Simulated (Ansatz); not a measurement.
Defect: interstitial H in rock-salt NaCl, charge state +1. Calculation: PBE, PAW (plane waves to 420 eV; Ansatz, a first-principles code).

Settings: 64 host sites, the relaxed PBE lattice, the Γ point alone, smearing 0.01 eV, spin-restricted, no image-charge correction. Energies are static. The charge state is imposed; whether it is stable for some Fermi level was not computed. Sites that were not tried may lie lower.

Barriers: single points on a 2×2×2 k-point mesh shifted by half a step at the bands' geometries.

Relaxed starting cell (atoms counted from 1):

```yaml
crystal:
  lattice:
    - [11.39490, 0.00000, 0.00000]
    - [0.00000, 11.39490, 0.00000]
    - [0.00000, 0.00000, 11.39490]
  atoms:
    - { symbol: Na, position: [0.97366, 0.02646, 0.99993] }
    - { symbol: Na, position: [0.99711, 0.00362, 0.50005] }
    - { symbol: Na, position: [0.00225, 0.49472, 0.00001] }
    - { symbol: Na, position: [0.00059, 0.50163, 0.49989] }
    - { symbol: Na, position: [0.50573, 0.99779, 0.99996] }
    - { symbol: Na, position: [0.49930, 0.99991, 0.49990] }
    - { symbol: Na, position: [0.50503, 0.49505, 0.99996] }
    - { symbol: Na, position: [0.50150, 0.49909, 0.49990] }
    - { symbol: Cl, position: [0.22385, 0.97419, 0.00013] }
    - { symbol: Cl, position: [0.24833, 0.99859, 0.49995] }
    - { symbol: Cl, position: [0.25085, 0.49418, 0.99993] }
    - { symbol: Cl, position: [0.25053, 0.49852, 0.49992] }
    - { symbol: Cl, position: [0.74383, 0.00110, 0.00001] }
    - { symbol: Cl, position: [0.74831, 0.00078, 0.49997] }
    - { symbol: Cl, position: [0.75542, 0.50567, 0.99992] }
    - { symbol: Cl, position: [0.75151, 0.50174, 0.49994] }
    - { symbol: Na, position: [0.99854, 0.25376, 0.25256] }
    - { symbol: Na, position: [0.99864, 0.25395, 0.74730] }
    - { symbol: Na, position: [0.00283, 0.75324, 0.25955] }
    - { symbol: Na, position: [0.00306, 0.75330, 0.74072] }
    - { symbol: Na, position: [0.49915, 0.24933, 0.25099] }
    - { symbol: Na, position: [0.49920, 0.24944, 0.74887] }
    - { symbol: Na, position: [0.50348, 0.74879, 0.25249] }
    - { symbol: Na, position: [0.50362, 0.74886, 0.74731] }
    - { symbol: Cl, position: [0.24833, 0.24569, 0.24660] }
    - { symbol: Cl, position: [0.24839, 0.24569, 0.75337] }
    - { symbol: Cl, position: [0.25236, 0.74845, 0.24751] }
    - { symbol: Cl, position: [0.25262, 0.74849, 0.75224] }
    - { symbol: Cl, position: [0.74929, 0.25110, 0.24822] }
    - { symbol: Cl, position: [0.74932, 0.25122, 0.75168] }
    - { symbol: Cl, position: [0.75513, 0.75215, 0.24650] }
    - { symbol: Cl, position: [0.75522, 0.75230, 0.75349] }
    - { symbol: Na, position: [0.24776, 0.99808, 0.26001] }
    - { symbol: Na, position: [0.24785, 0.99806, 0.73995] }
    - { symbol: Na, position: [0.25158, 0.49726, 0.25253] }
    - { symbol: Na, position: [0.25172, 0.49731, 0.74736] }
    - { symbol: Na, position: [0.74703, 0.00187, 0.25256] }
    - { symbol: Na, position: [0.74702, 0.00198, 0.74738] }
    - { symbol: Na, position: [0.75108, 0.50134, 0.25089] }
    - { symbol: Na, position: [0.75119, 0.50145, 0.74896] }
    - { symbol: Cl, position: [0.99820, 0.00272, 0.24759] }
    - { symbol: Cl, position: [0.99827, 0.00292, 0.75239] }
    - { symbol: Cl, position: [0.00188, 0.50546, 0.24649] }
    - { symbol: Cl, position: [0.00200, 0.50545, 0.75348] }
    - { symbol: Cl, position: [0.49539, 0.99851, 0.24658] }
    - { symbol: Cl, position: [0.49545, 0.99863, 0.75331] }
    - { symbol: Cl, position: [0.50091, 0.49949, 0.24819] }
    - { symbol: Cl, position: [0.50100, 0.49960, 0.75167] }
    - { symbol: Na, position: [0.24768, 0.25608, 0.99995] }
    - { symbol: Na, position: [0.24969, 0.24953, 0.50000] }
    - { symbol: Na, position: [0.27600, 0.72409, 0.99987] }
    - { symbol: Na, position: [0.25331, 0.74734, 0.49985] }
    - { symbol: Na, position: [0.74487, 0.25519, 0.99992] }
    - { symbol: Na, position: [0.74889, 0.25174, 0.49998] }
    - { symbol: Na, position: [0.74444, 0.75253, 0.99995] }
    - { symbol: Na, position: [0.75135, 0.75085, 0.50001] }
    - { symbol: Cl, position: [0.99895, 0.25630, 0.00002] }
    - { symbol: Cl, position: [0.99981, 0.25253, 0.49994] }
    - { symbol: Cl, position: [0.02857, 0.77909, 0.99998] }
    - { symbol: Cl, position: [0.00221, 0.75249, 0.50013] }
    - { symbol: Cl, position: [0.49451, 0.24467, 0.99995] }
    - { symbol: Cl, position: [0.49880, 0.24900, 0.49991] }
    - { symbol: Cl, position: [0.50597, 0.74911, 0.99992] }
    - { symbol: Cl, position: [0.50222, 0.75000, 0.49987] }
    - { symbol: H, position: [0.12676, 0.87726, 0.00014] }
```
Cell charge +1.

End state 1 differs by these moves (Å; atoms that move under 0.08 Å are left out):

```csv
atom,element,Δx,Δy,Δz
1,Na,0.18,-0.32,0.02
9,Cl,0.29,0.00,0.29
12,Cl,-0.01,0.08,-0.07
15,Cl,-0.07,-0.08,-0.01
19,Na,-0.15,0.00,-0.15
20,Na,-0.07,-0.05,0.06
23,Na,0.06,0.05,-0.07
25,Cl,0.01,0.12,0.05
27,Cl,-0.03,0.35,-0.30
28,Cl,-0.03,0.01,-0.10
32,Cl,-0.06,-0.03,-0.07
33,Na,0.02,0.32,0.18
44,Cl,-0.01,-0.07,-0.05
47,Cl,-0.05,0.07,-0.01
50,Na,0.00,0.06,0.05
51,Na,-0.30,0.00,-0.30
52,Na,-0.04,0.06,0.06
53,Na,0.05,-0.06,0.00
55,Na,0.06,-0.06,-0.04
57,Cl,0.05,-0.12,0.01
59,Cl,-0.30,-0.35,-0.03
63,Cl,-0.10,-0.01,-0.03
64,Cl,-0.07,0.03,-0.06
65,H,1.40,0.00,1.40
```

Task: Estimate the forward and backward barriers to end state 1 that PBE, PAW returns for this input.

Result: forward 0.26 eV, backward 0.26 eV; at the saddle point atom 65 has neighbours Cl at 1.33 Å. The check of the saddle point's order was inconclusive, and it lies on a symmetry element of the cell, where a band can be held.

End state 2 differs by these moves (Å; atoms that move under 0.08 Å are left out):

| atom | element | Δx | Δy | Δz |
|---|---|---|---|---|
| 1 | Na | 0.33 | -0.19 | -0.03 |
| 9 | Cl | 0.33 | 0.28 | 0.03 |
| 11 | Cl | 0.02 | 0.11 | 0.03 |
| 12 | Cl | -0.03 | 0.07 | 0.06 |
| 13 | Cl | 0.13 | -0.04 | -0.02 |
| 20 | Na | -0.33 | -0.03 | -0.19 |
| 25 | Cl | 0.03 | 0.06 | 0.07 |
| 27 | Cl | -0.02 | 0.03 | 0.11 |
| 28 | Cl | -0.33 | 0.03 | 0.28 |
| 32 | Cl | -0.13 | -0.02 | -0.04 |
| 33 | Na | 0.05 | 0.06 | -0.07 |
| 34 | Na | 0.00 | 0.15 | 0.15 |
| 36 | Na | -0.05 | -0.07 | 0.06 |
| 45 | Cl | 0.06 | 0.01 | 0.05 |
| 48 | Cl | -0.06 | 0.05 | 0.01 |
| 49 | Na | 0.06 | -0.06 | 0.04 |
| 51 | Na | 0.00 | 0.31 | 0.31 |
| 52 | Na | -0.06 | 0.04 | -0.06 |
| 53 | Na | 0.07 | -0.05 | 0.00 |
| 56 | Na | -0.07 | 0.00 | -0.05 |
| 59 | Cl | 0.00 | -0.32 | -0.32 |
| 61 | Cl | 0.09 | 0.07 | 0.01 |
| 64 | Cl | -0.09 | 0.01 | 0.07 |
| 65 | H | 0.00 | -1.44 | -1.44 |

Task: Predict the forward and backward barriers to end state 2 from PBE, PAW.

Result: forward 0.26 eV, backward 0.26 eV; at the saddle point atom 65 has neighbours Cl at 1.33 Å. The check of the saddle point's order was inconclusive, and it lies on a symmetry element of the cell, where a band can be held.
